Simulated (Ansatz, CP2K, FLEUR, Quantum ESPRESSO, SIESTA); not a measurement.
## One structure in several programs: LaAl2BRu2 (P4/mmm, 6 atoms in the cell)

Self-consistent single point, at a second geometry (lattice scaled by 0.98). First geometry:

```xyz
6
Lattice="4.2294 0.0000 0.0000 0.0000 4.2294 0.0000 0.0000 0.0000 5.6799" Properties=species:S:1:pos:R:3 pbc="T T T"
La     0.0000     0.0000     2.8400
Al     2.1147     2.1147     4.2359
Al     2.1147     2.1147     1.4440
B      0.0000     0.0000     0.0000
Ru     2.1147     0.0000     0.0000
Ru     0.0000     2.1147     0.0000
```

Shared settings, as Ansatz (an electronic-structure program) writes them: kpoints.mp_grid.grid = 5 5 4; scf.occupations.method = gaussian; scf.occupations.width = 0.0037 Ry. Potentials and cutoffs stand in the table.

```csv
code,model,ΔF from the first geometry (meV/atom),pressure (GPa),largest force (eV/Å),cutoff
Quantum ESPRESSO,"PBEsol, GBRV 1.5 ultrasoft (PBESOL) pseudopotentials",-0.5,4.88,0.243,40 Ry
Ansatz,"PBEsol, PAW files made with PBE",-0.1,4.84,0.224,30.9 Ry
SIESTA,"GGA PBEsol, numerical atomic orbitals DZP, PseudoDojo PBEsol standard norm-conserving potentials (rewritten from UPF to PSML)",4.2,5.79,0.313,grid 350 Ry
CP2K,"PBEsol, GPW, DZVP-MOLOPT-SR-GTH basis, GTH-PBE potentials (GTH_POTENTIALS)",9.5,6.63,0.358,grid 500 Ry
FLEUR,"PBEsol, all-electron FLAPW (FLEUR), scalar-relativistic valence",–,–,0.256,Kmax 4.6 1/bohr
```

A dash marks a value that a program does not give, or that is left out as unsure.

On Ansatz's run: spin polarisation is off.

The spread over the programs that give each value: ΔF from the first geometry within 10.0 meV/atom; pressure within 1.79 GPa; largest force within 0.134 eV/Å.

SIESTA and CP2K use small atom-centred bases, whose incompleteness enters pressures, forces and empty levels differently from a plane-wave cutoff. FLEUR treats all electrons, but the usual bases taken here (sphere radii, linearisation, local orbitals, empty states) were not tested for convergence, so the values are no reference for the others. Ansatz's pressure is given at a fixed set of plane waves, as the other plane-wave codes print theirs; with its correction for the finite basis it is 4.95 GPa. In the pressure, CP2K (by 1.77) lies more than 1 GPa from the median of the plane-wave programs. In the force vectors, CP2K (by 0.124) lies more than 0.08 eV/Å from the median of the plane-wave programs.

The starting cell comes from a database of computed structures (which also holds hypothetical and non-ambient phases and stackings), without a prior relaxation at this level. For this run, on top of that: lattice scaled by 0.98.

Left out of this page: Elk (not drawn, or without a comparable value).

Keys are those of Ansatz 0.2.
